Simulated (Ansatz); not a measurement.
An Ansatz (an electronic-structure program) run: Sb with a change (Pt on a Sb site); Ansatz, PBEsol-D3(BJ), PAW, cutoff 420 eV, no spin-orbit coupling, earlier PAW set.

Input:

Ansatz 0.2 input:
```yaml
crystal:
  lattice:
    - [6.4029689964, 1.2322519579, 3.5723336844]
    - [-2.1343229988, 6.1612597895, 7.1446673688]
    - [0, -4.9290078316, 7.1446673688]
  atoms:
    - { symbol: Pt, position: [0.0508508744, 0.1446593187, 0.1941101251] }
    - { symbol: Sb, position: [0.0489973343, 0.1411606518, 0.6931272413] }
    - { symbol: Sb, position: [0.4521909908, 0.3441591293, 0.2872427284] }
    - { symbol: Sb, position: [0.4460411226, 0.3433939486, 0.7890509413] }
    - { symbol: Sb, position: [0.2465985213, 0.7429317031, 0.4867091225] }
    - { symbol: Sb, position: [0.2478944599, 0.7453940186, 0.9892272737] }
    - { symbol: Sb, position: [0.8483060634, 0.5410166115, 0.3874319857] }
    - { symbol: Sb, position: [0.8472331825, 0.5406609519, 0.8925450315] }
    - { symbol: Sb, position: [0.6485310044, 0.9445485041, 0.5870833503] }
    - { symbol: Sb, position: [0.6532213104, 0.943498346, 0.0854482544] }
    - { symbol: Sb, position: [0.1517503607, 0.4568279377, 0.6072374432] }
    - { symbol: Sb, position: [0.1493760017, 0.457012329, 0.1076021993] }
    - { symbol: Sb, position: [0.5482454288, 0.6577676238, 0.7124085821] }
    - { symbol: Sb, position: [0.5561642733, 0.6577856933, 0.2062254577] }
    - { symbol: Sb, position: [0.3564483505, 0.0532572061, 0.9084713813] }
    - { symbol: Sb, position: [0.3494166262, 0.0576980024, 0.4072440784] }
    - { symbol: Sb, position: [0.9514349638, 0.8554057396, 0.8080202315] }
    - { symbol: Sb, position: [0.952127585, 0.8562688034, 0.3048832386] }
    - { symbol: Sb, position: [0.7541354245, 0.2603585066, 0.0130399752] }
    - { symbol: Sb, position: [0.7552594438, 0.2539646473, 0.510470699] }
basis: { ecutwfc: 420, ecutrho_ratio: 4, xc_grid: 2, fft_grid_basis: typed }
kpoints: { mp_grid: { grid: [5, 4, 4] } }
hamiltonian:
  xc: pbesol
  dispersion: d3bj
  pseudopotentials: { azcp: { folder: ./paw }, kind: paw }
scf: { occupations: { method: fermi_dirac, width: 0.05 }, convergence: { dr2_threshold: 0.000000002 } }
relax: { f_tol: 0.02, max_steps: 45 }
output: { forces: true, stress: true }
checkpoint: { write: state.ck, write_every: 1000 }
```

Output (explanatory and most iteration lines left out):

```
Relaxation: its limit of steps is 45 (relax.max_steps)
Pseudopotential: Pt, paw, valence charge 18
Pseudopotential: Sb, paw, valence charge 15
Crystal: 20 atoms, lattice volume = 563.719 Å³
Basis set: ecut = 420 eV, 11043 PW (Γ), exchange–correlation on 100×144×120 points (8 copies of the dense FFT grid, shifted against one another)
Bands: 182, of which v1, the nominal top of the filled ones, is band 152 counted from 1 (151 counted from 0)
Symmetry: 1 space group operations
Space group: P1 (ITA 1), of the structure as read, at distance tolerance 8.3e-5 Å
k-points: 42 of 80 (time reversal used)
Functional: x = pbesol(κ = 0.804, μ = 0.12345679012345678), c = pbesol(β = 0.046)
SCF iter   1: F=—  HF=-134151.389042 eV  |F-HF|=—  |Δ(HF+E_count)|=         —  Δρ=4.81e-2  dr2=3.17e1  ethr=3.10e-3  ⟨swp⟩=10.0  Hψ=29091  notcnv=0  defer=438
SCF iter   2: F=—  HF=-134149.994518 eV  |F-HF|=—  |Δ(HF+E_count)|=    1.39e0  Δρ=2.70e-2  dr2=1.08e1  ethr=3.10e-3  ⟨swp⟩=2.0  Hψ=8736  notcnv=0  defer=538
SCF 1 converged in 13 iterations: F = -134149.152185 eV  dr2 = 4.89e-10
relax step   1: F+E_penalty+E_count = -134149.15218515 eV  Δ(F+E_penalty+E_count) = +0.000e0 eV  max|allowed force component| = 1.117e0 eV/Å  Δτ_max = 0.0000 Å  (13 SCF iters, accepted)
Crystal: 20 atoms, lattice volume = 563.719 Å³
SCF iter   1: F=—  HF=-134150.209229 eV  |F-HF|=—  |Δ(HF+E_count)|=         —  Δρ=5.40e-3  dr2=2.69e-1  ethr=9.10e-5  ⟨swp⟩=1.5  Hψ=25903  notcnv=0  defer=731
SCF iter   2: F=—  HF=-134150.186369 eV  |F-HF|=—  |Δ(HF+E_count)|=   2.29e-2  Δρ=2.81e-3  dr2=7.73e-2  ethr=8.86e-5  ⟨swp⟩=2.0  Hψ=7516  notcnv=0  defer=731
SCF 2 converged in 10 iterations: F = -134150.179198 eV  dr2 = 7.18e-10
relax step   2: F+E_penalty+E_count = -134150.17919809 eV  Δ(F+E_penalty+E_count) = -1.027e0 eV  max|allowed force component| = 4.566e-1 eV/Å  Δτ_max = 0.1949 Å  (10 SCF iters, accepted)
Crystal: 20 atoms, lattice volume = 563.719 Å³
SCF iter   1: F=—  HF=-134150.453025 eV  |F-HF|=—  |Δ(HF+E_count)|=         —  Δρ=6.72e-3  dr2=2.13e-1  ethr=1.05e-3  ⟨swp⟩=6.0  Hψ=18170  notcnv=0  defer=642
SCF iter   2: F=—  HF=-134150.421903 eV  |F-HF|=—  |Δ(HF+E_count)|=   3.11e-2  Δρ=3.48e-3  dr2=4.53e-2  ethr=7.01e-5  ⟨swp⟩=2.1  Hψ=14643  notcnv=0  defer=734
SCF 3 converged in 11 iterations: F = -134150.413822 eV  dr2 = 3.05e-10
relax step   3: F+E_penalty+E_count = -134150.41382211 eV  Δ(F+E_penalty+E_count) = -2.346e-1 eV  max|allowed force component| = 4.356e-1 eV/Å  Δτ_max = 0.1947 Å  (11 SCF iters, accepted)
Crystal: 20 atoms, lattice volume = 563.719 Å³
SCF iter   1: F=—  HF=-134150.462116 eV  |F-HF|=—  |Δ(HF+E_count)|=         —  Δρ=3.49e-3  dr2=5.83e-2  ethr=2.48e-4  ⟨swp⟩=7.0  Hψ=19692  notcnv=0  defer=747
SCF iter   2: F=—  HF=-134150.455113 eV  |F-HF|=—  |Δ(HF+E_count)|=   7.00e-3  Δρ=2.12e-3  dr2=2.28e-2  ethr=1.92e-5  ⟨swp⟩=2.0  Hψ=8992  notcnv=0  defer=747
SCF 4 converged in 10 iterations: F = -134150.451674 eV  dr2 = 1.02e-9
relax step   4: F+E_penalty+E_count = -134150.45167403 eV  Δ(F+E_penalty+E_count) = -3.785e-2 eV  max|allowed force component| = 1.530e-1 eV/Å  Δτ_max = 0.1263 Å  (10 SCF iters, accepted)
Crystal: 20 atoms, lattice volume = 563.719 Å³
SCF iter   1: F=—  HF=-134150.476920 eV  |F-HF|=—  |Δ(HF+E_count)|=         —  Δρ=1.39e-3  dr2=8.01e-3  ethr=3.25e-5  ⟨swp⟩=7.0  Hψ=18055  notcnv=0  defer=704
SCF iter   2: F=—  HF=-134150.476374 eV  |F-HF|=—  |Δ(HF+E_count)|=   5.46e-4  Δρ=8.54e-4  dr2=3.20e-3  ethr=2.64e-6  ⟨swp⟩=1.5  Hψ=8095  notcnv=0  defer=706
SCF 5 converged in 9 iterations: F = -134150.476197 eV  dr2 = 9.04e-10
relax step   5: F+E_penalty+E_count = -134150.47619705 eV  Δ(F+E_penalty+E_count) = -2.452e-2 eV  max|allowed force component| = 3.894e-2 eV/Å  Δτ_max = 0.0655 Å  (9 SCF iters, accepted)
Crystal: 20 atoms, lattice volume = 563.719 Å³
[...]
  atom  13  Sb    -0.00381130    -0.00203785     0.00207217
  atom  14  Sb     0.00488279    -0.00683810    -0.00033911
  atom  15  Sb     0.00121994     0.00527294    -0.00463589
  atom  16  Sb     0.00398305    -0.00210819     0.00069809
  atom  17  Sb    -0.00745194    -0.00118857    -0.00223805
  atom  18  Sb    -0.00567430    -0.00444818     0.00429549
  atom  19  Sb     0.00139187     0.00210384    -0.00166793
  atom  20  Sb     0.00367398     0.00170606    -0.00507060
--- Stress (GPa, compression-positive) ---
       -3.330898      -0.119129      -0.072680
       -0.119129      -3.497613      -0.212393
       -0.072680      -0.212393      -3.130582
  P = ⅓ Tr σ = -3.3197 GPa (-33.197 kbar)
--- Relaxed structure (7 steps of the walk, 7 accepted, 0 SCFs on fresh bases) ---
  atoms:
    - { symbol: Pt, position: [0.052193044047923076, 0.1508393174848822, 0.2020338421479726] }
    - { symbol: Sb, position: [0.04675297218892742, 0.14605330389899057, 0.6941138303666408] }
    - { symbol: Sb, position: [0.44983764559621553, 0.3456408119775322, 0.2913670469276997] }
    - { symbol: Sb, position: [0.46522330696699565, 0.33577201873694273, 0.789581338441487] }
    - { symbol: Sb, position: [0.24820530740179092, 0.7449053285101598, 0.4911237597270609] }
    - { symbol: Sb, position: [0.24181947662923897, 0.7406503067026239, 0.9923187428781337] }
    - { symbol: Sb, position: [0.8563008826244768, 0.5533720904358025, 0.3849114392459146] }
    - { symbol: Sb, position: [0.8492907334845534, 0.5445113079688899, 0.890315931398899] }
    - { symbol: Sb, position: [0.6305266892130406, 0.9522193633891072, 0.5934888815567145] }
    - { symbol: Sb, position: [0.6504996204703779, 0.947085319490637, 0.09165725889275245] }
    - { symbol: Sb, position: [0.16332054462501625, 0.44986306550663185, 0.6094579358124931] }
    - { symbol: Sb, position: [0.15215577431592175, 0.4205442892139572, 0.10649412013458162] }
    - { symbol: Sb, position: [0.5499233896249882, 0.6535718276422925, 0.7033437224766548] }
    - { symbol: Sb, position: [0.5536928738694487, 0.6542524897881126, 0.20516935972873263] }
    - { symbol: Sb, position: [0.32054875589353965, 0.05832177537975958, 0.9376120247205979] }
    - { symbol: Sb, position: [0.32049195868609814, 0.06411526071119422, 0.38835605709420457] }
    - { symbol: Sb, position: [0.943859321438423, 0.8542421139626601, 0.8029085861736861] }
    - { symbol: Sb, position: [0.9507287904404155, 0.8876533207059836, 0.3032709667172685] }
    - { symbol: Sb, position: [0.7843496275229899, 0.24327999346295257, 0.027701316327961356] }
    - { symbol: Sb, position: [0.7845026072596178, 0.2508763678308866, 0.47235317973054447] }
```

The cell is small, so the values are those of an ordered compound at a high defect concentration; dilute-limit values will differ. The final runs are not spin-polarised. The cell was made from Sb in the A7 type structure (space group R-3m, No. 166) by this change: Pt on a Sb site. The defect cell is not spin-polarised.
